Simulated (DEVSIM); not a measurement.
Structure: abrupt Si p-n junction, at 400 K.

Layer 1 from the left is Si, thickness (μm) 4.40, Na (cm⁻³) 4.2e18, τn (s) 0.0005, τp (s) 0.0005. Layer 2 from the left is Si, thickness (μm) 210, Nd (cm⁻³) 1.3e14, τn (s) 0.0005, τp (s) 0.0005.

Left contact: ohmic. Right contact: ohmic. Voltage is applied to the left contact. Recombination: SRH at mid-gap. Mobility is μmin + (μ − μmin)/(1 + (N/Nref)^α).

This is a model device: material constants are rounded textbook-type values typed into the input, and sizes, dopings and lifetimes were drawn at random. Values at 300 K; Nc and Nv go as T^1.5, mobilities as T to minus their exponent, the gap by Varshni's rule with the affinity fixed.

Si: gap (eV) 1.124, affinity (eV) 4.05, permittivity 11.7, Nc (cm⁻³) 2.86e19, Nv (cm⁻³) 3.1e19, μn (cm²/Vs) 1417, μp (cm²/Vs) 470, μn,min 52, μp,min 45, Nref,n 9.7e16, Nref,p 2.2e17, αn 0.68, αp 0.72, T exponent of μn 2.3, T exponent of μp 2.2, Varshni α (eV/K) 0.000473, Varshni β (K) 636.

Simulated with DEVSIM: 1D drift-diffusion, Boltzmann statistics, complete ionisation; no tunnelling, impact ionisation, image-force lowering or self-heating.

**Question.** What does the simulation give for the potential step across the device at zero bias, the dark forward voltage at 100 A/cm², the largest field in the device at zero bias, the dark forward voltage at 1 A/cm²?

**Answer.** potential step across the device at zero bias 0.574 V; dark forward voltage at 100 A/cm² 0.952 V; largest field in the device at zero bias 130000 V/cm; dark forward voltage at 1 A/cm² 0.500 V.
